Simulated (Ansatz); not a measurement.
Consider a periodic stack without vacuum, rock-salt TiN (1 1 1) on beta Ga2O3 (-2 0 1) (film strained to the substrate, faces as cut): substrate slab Ga10O12, film N12Ti12, surface cells [[-2, -1], [-1, -1]] and [[0, -1], [3, -2]], film strained by -4.1 and +2.7 %, faces Ga/Ga and N/Ti as cut (like faces can put a slab off its formula). Its start:

```yaml
crystal:
  lattice:
    - [3.08342, 0.00000, 0.00359]
    - [1.54171, 7.48293, 0.02301]
    - [0.28363, 1.31062, 22.09681]
  atoms:
    - { symbol: Ga, position: [0.98582, 0.00162, 0.05095] }
    - { symbol: Ga, position: [0.33249, 0.38262, 0.04551] }
    - { symbol: Ga, position: [0.65276, 0.67371, 0.13549] }
    - { symbol: Ga, position: [0.88417, 0.20093, 0.18389] }
    - { symbol: Ga, position: [0.22800, 0.50167, 0.26786] }
    - { symbol: Ga, position: [0.54385, 0.87375, 0.26763] }
    - { symbol: Ga, position: [0.88831, 0.17441, 0.35218] }
    - { symbol: Ga, position: [0.09508, 0.68253, 0.39848] }
    - { symbol: Ga, position: [0.46052, 0.99795, 0.47476] }
    - { symbol: Ga, position: [0.65255, 0.44236, 0.49952] }
    - { symbol: O, position: [0.53470, 0.90321, 0.09859] }
    - { symbol: O, position: [0.99867, 0.97286, 0.22352] }
    - { symbol: O, position: [0.66037, 0.64275, 0.22169] }
    - { symbol: O, position: [0.87012, 0.22879, 0.09953] }
    - { symbol: O, position: [0.32626, 0.31171, 0.21204] }
    - { symbol: O, position: [0.20830, 0.56961, 0.10566] }
    - { symbol: O, position: [0.77067, 0.40630, 0.31717] }
    - { symbol: O, position: [0.16338, 0.46479, 0.44510] }
    - { symbol: O, position: [0.90509, 0.11463, 0.43791] }
    - { symbol: O, position: [0.10498, 0.72919, 0.31501] }
    - { symbol: O, position: [0.54203, 0.78613, 0.42960] }
    - { symbol: O, position: [0.44755, 0.05960, 0.32793] }
    - { symbol: N, position: [0.93549, 0.27309, 0.56038] }
    - { symbol: N, position: [0.32370, 0.59135, 0.56203] }
    - { symbol: N, position: [0.59721, 0.93790, 0.55577] }
    - { symbol: N, position: [0.04806, 0.02905, 0.66692] }
    - { symbol: N, position: [0.39497, 0.36053, 0.67117] }
    - { symbol: N, position: [0.71764, 0.70197, 0.66818] }
    - { symbol: N, position: [0.15328, 0.79596, 0.78010] }
    - { symbol: N, position: [0.49069, 0.12634, 0.78114] }
    - { symbol: N, position: [0.82288, 0.46125, 0.78062] }
    - { symbol: N, position: [0.25810, 0.56069, 0.89342] }
    - { symbol: N, position: [0.59360, 0.89141, 0.89439] }
    - { symbol: N, position: [0.92676, 0.22544, 0.89423] }
    - { symbol: Ti, position: [0.49419, 0.15305, 0.60825] }
    - { symbol: Ti, position: [0.85364, 0.48528, 0.61622] }
    - { symbol: Ti, position: [0.16578, 0.81481, 0.60527] }
    - { symbol: Ti, position: [0.60008, 0.91509, 0.72196] }
    - { symbol: Ti, position: [0.94027, 0.24254, 0.72407] }
    - { symbol: Ti, position: [0.27303, 0.58156, 0.72396] }
    - { symbol: Ti, position: [0.70574, 0.67866, 0.83474] }
    - { symbol: Ti, position: [0.04064, 0.01109, 0.83587] }
    - { symbol: Ti, position: [0.37392, 0.34380, 0.83544] }
    - { symbol: Ti, position: [0.81280, 0.44087, 0.94320] }
    - { symbol: Ti, position: [0.14609, 0.77464, 0.94279] }
    - { symbol: Ti, position: [0.48307, 0.10848, 0.94488] }
```

The start was prepared with a machine-learned potential, and the result is one local minimum, with the in-plane cell held and forces under 0.04 eV/Å; the film can end far from its bulk form.

These are PBE (plane waves to 420 eV, PAW; Ansatz, a first-principles code) values and carry that method's errors. Spin–orbit coupling is left out; the runs are not spin-polarised; PBE gaps are too small against experiment. Its k-point mesh 9×4×1, Fermi–Dirac width 0.05 eV.

Predict the relaxed interface.


- interface area: 23.1 Å²
- period: 21.87 Å
- gaps between the outermost planes at the two interfaces: 1.30 and 2.25 Å
- Ga–Ti contacts across the interfaces within 1.22 times the sum of covalent radii: 11, mean 3.01 Å
- Ga–N contacts across the interfaces within 1.22 times the sum of covalent radii: 3, mean 1.93 Å
